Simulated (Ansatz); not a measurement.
## Si: stress against strain

Si (diamond, Fd-3m, 20.054 Å³/atom at rest) under an equal strain ε in the (111) plane with the normal axis free, as in a coherent film. PBEsol in Ansatz, a plane-wave DFT program (PAW, default set), 420 eV, 11×11×11 Γ-centred mesh, Fermi-Dirac smearing 0.05 eV; ions are relaxed within the symmetry of each cell. Stress is positive for a compressed cell.

Here s stands for strain and y for stress xx.

| strain (%) | stress xx (GPa) |
|---|---|
| -2.50 | ? |
| -1.25 | 2.79 |
| -0.83 | 1.83 |
| -0.42 | 0.91 |
| 0.00 | -0.01 |
| 0.42 | -0.90 |
| 0.83 | -1.75 |
| 1.25 | -2.60 |

Question: Fit y against s with a straight line, and predict the withheld value at s = -2.50.

Answer: Means: s 0, y 0.039. About the means, the sum of products is -10.469 and the sum of squares of s is 4.8556; the slope is their ratio. Least squares gives y = 0.039 - 2.1561·s. Residuals (row less fit): 0.056, 0.001, -0.035, -0.049, -0.033, 0.001, 0.056; standard error 0.047 (degrees of freedom: 5). The slope gives the biaxial elastic modulus of this plane = 216 ± 2 GPa. At the withheld row, y = 0.039 - 2.1561 × (-2.50) = 5.429 GPa. The calculation gives 5.76 GPa, 0.331 GPa above the prediction (4.0 % of the range of y in the table). The row lies outside the fitted rows, so this is an extrapolation. From the scatter of the fitted rows alone, a prediction at this place has a standard error of 0.073 GPa, so the miss is 4.5 times that.

One order more, fitted to all 13 runs of the series, follows each within 0.01, so the miss is the next term of a smooth law. Rows are the converged runs of the series near zero and its far end; series whose fitted rows scatter by over a few per cent of the range, as at a crossing or softening among them, aren't shown in this form. Most that stay on the fit to the last digits aren't either.
